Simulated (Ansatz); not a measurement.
## Ge_P (zinc-blende AlP host)

Method: PBE, PAW (plane waves to 420 eV; Ansatz, a first-principles code). Cell: 64 sites, 2×2×2; final energies on a 2×2×2 shifted mesh. Site at the start: the P site. Charged cells carry a point-charge image correction with potential alignment at far atoms. Dielectric constants: PBE linear response of the host. Host gap at this level: 1.63 eV. These values are not converged in cell size to better than tenths of an eV. PBE underestimates the host's gap, which shifts levels and can delocalise carriers. Spin–orbit coupling is left out. Each state is the lowest found from its start.

```tsv
charge	moment (μB)	largest move off a lattice site (Å)	image correction with alignment (eV)	above the lowest spin state (eV)
+1†	2.0	0.13	0.16	0.00
+1†	not spin-polarised	0.14	0.15	0.08
0	1.0	0.08	0.00	0.00
−1	not spin-polarised	0.03	0.12	0.00
```

† Not settled in this cell, so no level is given: charge +1: a level filled in part.

Transition levels above the valence-band maximum: ε(0/−1) = 0.46 eV. With a charge missing or unsettled, these needn't be thermodynamic levels.
